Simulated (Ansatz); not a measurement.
**Hypothetical rock salt GaAs, response to strain**

Consider GaAs in the rock salt structure (space group Fm-3m, No. 225; a = 5.329 Å; a hypothetical phase, not in the database extracts checked). Axes: x, y, z lie along the cube axes.

Strains are applied to the cell and any free atomic positions relax; under biaxial strain the out-of-plane vector relaxes too.

Method: r2SCAN, PAW, 500 eV (Ansatz, a program for electronic structure; no SOC).

Notes on the quantities. energy relative to the base: free energy F; pressure: mean of the normal stresses, compression positive.

```json
[
 {"variant": "base", "shortest interatomic distance": "2.665 Å", "space group": "Fm-3m (No. 225)", "energy relative to the base": "0 meV/atom", "pressure": "0.0 GPa"},
 {"variant": "biaxial strain −0.16 %, plane normal [001], relaxed out of plane", "shortest interatomic distance": "2.660 Å", "space group": "I4/mmm (No. 139)", "energy relative to the base": "0.0 meV/atom", "pressure": "0.2 GPa"},
 {"variant": "biaxial strain −0.66 %, plane normal [110], relaxed out of plane", "shortest interatomic distance": "2.647 Å", "space group": "Immm (No. 71)", "energy relative to the base": "+0.4 meV/atom", "pressure": "0.4 GPa"},
 {"variant": "isotropic strain −3.98 %", "shortest interatomic distance": "2.559 Å", "space group": "Fm-3m (No. 225)", "energy relative to the base": "…", "pressure": "13.3 GPa"},
 {"variant": "isotropic strain +2.67 %", "shortest interatomic distance": "2.736 Å", "space group": "Fm-3m (No. 225)", "energy relative to the base": "+28 meV/atom", "pressure": "-5.4 GPa"},
 {"variant": "isotropic strain +5.47 %", "shortest interatomic distance": "2.811 Å", "space group": "Fm-3m (No. 225)", "energy relative to the base": "+107 meV/atom", "pressure": "-9.0 GPa"},
 {"variant": "uniaxial strain ε_xx = −1.26 %", "shortest interatomic distance": "2.631 Å", "space group": "I4/mmm (No. 139)", "energy relative to the base": "+1.4 meV/atom", "pressure": "1.1 GPa"},
 {"variant": "uniaxial strain ε_zz = −1.93 %", "shortest interatomic distance": "2.613 Å", "space group": "I4/mmm (No. 139)", "energy relative to the base": "+3.5 meV/atom", "pressure": "…"},
 {"variant": "uniaxial strain ε_zz = −0.56 %", "shortest interatomic distance": "2.650 Å", "space group": "I4/mmm (No. 139)", "energy relative to the base": "+0.3 meV/atom", "pressure": "…"},
 {"variant": "tensor shear ε_yz = −1.32 %", "shortest interatomic distance": "2.665 Å", "space group": "Immm (No. 71)", "energy relative to the base": "…", "pressure": "0.0 GPa"}
]
```

**Question.** Some entries are withheld; estimate them.

**Answer.** 
- isotropic strain −3.98 %, energy relative to the base: +80 meV/atom
- uniaxial strain ε_zz = −1.93 %, pressure: 1.7 GPa
- uniaxial strain ε_zz = −0.56 %, pressure: 0.5 GPa
- tensor shear ε_yz = −1.32 %, energy relative to the base: +0.5 meV/atom

Without a gap, meshes like the base's 15×15×15 leave anisotropic stresses uncertain by several tenths of a GPa, and small strain energies with them. No phonon test of stability was made. All final runs are without spin polarisation.
